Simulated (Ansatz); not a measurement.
An Ansatz (a quantum-chemistry and plane-wave program) input (Ansatz, r2SCAN, PAW, cutoff 500 eV, no SOC):

Ansatz 0.2 input:
```yaml
crystal:
  lattice:
    - [0, 2.832728452, 2.7381153217]
    - [2.832728452, 0, 2.7381153217]
    - [2.832728452, 2.832728452, 0]
  atoms:
    - { symbol: Se, position: [0.75, 0.75, 0.75] }
    - { symbol: Zn, position: [0, 0, 0] }
basis: { ecutwfc: 500, ecutrho_ratio: 4, xc_grid: 4, fft_grid_basis: typed }
kpoints: { mp_grid: { grid: [10, 10, 10] } }
hamiltonian:
  xc: r2scan
  dispersion: none
  pseudopotentials: { kind: paw }
scf: { occupations: { method: fermi_dirac, width: 0.05 }, convergence: { dr2_threshold: 0.0000000002 } }
relax: { f_tol: 0.005, max_steps: 50 }
output: { forces: true, stress: true }
checkpoint: { write: state.ck, write_every: 1000 }
```

Task: Which symmetry and how many k-points will the program report, and about how many plane waves at Γ?

Result: Space group I-4m2 (ITA 119) with 8 operations, k-points 102 of 1000, and 1113 plane waves at Γ.

Task: And the final pressure?

Result: 2.36 GPa (compression positive).

The cells carry an imposed strain or load. Whether these cells are dynamically stable was not tested. The cell was made from ZnSe in the zinc blende structure (space group F-43m, No. 216) by this change: uniaxial strain ε_zz = −3.34 %.
